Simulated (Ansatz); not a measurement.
Results of LDA (Ansatz, a program for electronic structure, plane waves, PAW) for TiAl₃ (I4/mmm, No. 139).

Run with plane-wave cutoff 520 eV, 24×24×24 k mesh, Fermi–Dirac smearing 0.034 eV (set by the program), no spin polarisation, scalar-relativistic PAW data made under PBE.

Computed at the level's own relaxed cell.

Question: What does this level give for the Voigt–Reuss–Hill bulk modulus, Voigt–Reuss–Hill shear modulus (Hill average), Young modulus and Poisson ratio?

Answer: 
* **Voigt–Reuss–Hill bulk modulus**: 117 GPa
* **Voigt–Reuss–Hill shear modulus (Hill average)**: 97.1 GPa
* **Young modulus**: 228 GPa
* **Poisson ratio**: 0.174

Elastic constants are with the ions relaxed.

The computed numbers hold no vibrational or temperature effects.
